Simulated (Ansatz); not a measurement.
Terminations of the (111) surface of fcc Pt, measured from the surface 'clean 1x1'. Atoms come from or go to: Ag: fcc Ag, Fe: bcc Fe, ferromagnetic, Ir: fcc Ir, Os: hcp Os, Pt: fcc Pt, Rh: fcc Rh. ΔE is the energy of forming the row's surface from that one (negative: more stable at these reservoirs); the vacuum level's shift is aligned on the shared bottom. No zero-point or thermal terms. These are constructed structures in small cells; real faces may alloy, dewet or reconstruct in larger ones, and not all known structures of the face are among them. Slabs of about 11 Å with all that they carry, Fermi-Dirac smearing of 0.1 eV. Bottom of the slabs: a bare face, its two planes held. Relaxed from the named starts with such symmetry as they have, on meshes of like density; energies extrapolated to zero smearing; no spin-orbit coupling, no U. Spin-polarised runs, if any, are marked in brackets, and their order is one that fits the cell; the others ran without spin. A dash marks a value that is undefined for that row (no clear gap, or no work function of a gapped slab) or was not read reliably on its mesh.

The numbers are results of PBE (plane waves to 420 eV, PAW; Ansatz, an electronic-structure program), not measurements.

```csv
surface,atoms added per 1x1,ΔE per 1x1 (eV),shift of the vacuum level (eV),work function (eV)
a layer of Ag in place of the third plane,"+1 Ag, -1 Pt",[?],0.04,5.75
a pseudomorphic layer of Rh in the other hollow,+1 Rh,[?],-0.44,5.24
"a pseudomorphic layer of Fe in the host's stacking [spin, 3.3 μB a cell]",+1 Fe,[?],-1.18,4.50
a layer of Ir in place of the third plane,"+1 Ir, -1 Pt",[?],-0.11,5.59
a layer of Os in place of the second plane,"+1 Os, -1 Pt",0.28,-0.43,5.28
```

Fill in the missing entries.


- a layer of Ag in place of the third plane, ΔE per 1x1 (eV): 0.05
- a pseudomorphic layer of Rh in the other hollow, ΔE per 1x1 (eV): 0.47
- a pseudomorphic layer of Fe in the host's stacking [spin, 3.3 μB a cell], ΔE per 1x1 (eV): 0.27
- a layer of Ir in place of the third plane, ΔE per 1x1 (eV): 0.08
